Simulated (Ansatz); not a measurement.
**Short convergence ladders for SiNi (Pnma, 8 atoms in the cell)**

```
SiNi
1.0
    5.15696     0.00000     0.00000
    0.00000     3.33126     0.00000
    0.00000     0.00000     5.58649
Si Ni
4 4
Direct
  0.82109   0.75000   0.58232
  0.17891   0.25000   0.41768
  0.67891   0.25000   0.08232
  0.32109   0.75000   0.91768
  0.50795   0.25000   0.68852
  0.49205   0.75000   0.31148
  0.99205   0.75000   0.18852
  0.00795   0.25000   0.81148
```

Base method: PBE (plane waves, PAW; Ansatz, an electronic-structure program).

Base settings: basis.ecutwfc = 30.9 Ry; kpoints.mp_grid.grid = 6 8 5; hamiltonian.xc = pbe; hamiltonian.pseudopotentials = {kind: paw} (the program's default PAW files); scf.occupations.method = gaussian; scf.occupations.width = 0.0073 Ry.

Core times come from one kind of shared machine, to one figure; runs under 30 s give none.

**Zone-centre phonons against the cutoff**

In this ladder: phonons.method = dfpt.

The mesh stays at the base's, so the ladder's end is converged at best in this setting alone.

Frequencies are those of the unrelaxed cell, without the LO-TO term of polar crystals.

Only quantities that move along the ladder and can be compared are tabulated.

| basis.ecutwfc | highest zone-centre frequency (cm⁻¹) | lowest optical frequency (cm⁻¹) | core time / last (rough) |
|---|---|---|---|
| 15.4 Ry | 426.6 | 113.5 | 0.4 |
| 21.7 Ry | 408.2 | 153.9 | 0.4 |
| 30.9 Ry | 411.9 | 151.5 | 0.7 |
| 37.1 Ry | 411.9 | 151.5 | 1 |

Coarsest basis.ecutwfc that holds the lowest optical frequency within 5 cm⁻¹ of the last step, with all finer ones: 21.7 Ry, at about 0.4 of the last step's time; the step before is off by 38 cm⁻¹.

Coarsest basis.ecutwfc that holds the highest zone-centre frequency within 10 cm⁻¹ of the last step, with all finer ones: 21.7 Ry, at about 0.4 of the last step's time; the step before is off by 15 cm⁻¹.

**Zone-centre phonons against the mesh**

In this ladder: phonons.method = dfpt.

Frequencies are those of the unrelaxed cell, without the LO-TO term of polar crystals.

Only quantities that move along the ladder and can be compared are tabulated.

| kpoints.mp_grid.grid | highest zone-centre frequency (cm⁻¹) | lowest optical frequency (cm⁻¹) | core time / last (rough) |
|---|---|---|---|
| 2 3 2 | 431.6 | 163.5 | 0.1 |
| 3 4 3 | 414.9 | 144.2 | 0.3 |
| 3 5 3 | 403.9 | 136.9 | 0.2 |
| 5 8 5 | 408.4 | 154.8 | 0.6 |
| 6 9 6 | 409.3 | 151.4 | 1 |

Coarsest kpoints.mp_grid.grid that holds the highest zone-centre frequency within 5 cm⁻¹ of the last step, with all finer ones: 5 8 5; the step before is off by 5.4 cm⁻¹.

Coarsest kpoints.mp_grid.grid that holds the lowest optical frequency within 10 cm⁻¹ of the last step, with all finer ones: 5 8 5; the step before is off by 15 cm⁻¹.

On the base run: the starting cell comes from a database of computed structures (which also holds hypothetical and non-ambient phases and stackings), without a prior relaxation at this level. Its lattice was rescaled by up to half a per cent. Spin polarisation is off. In the base run, with a pressure of about 3 GPa the cell is away from its equilibrium volume at this level.

Keys are those of Ansatz 0.2.
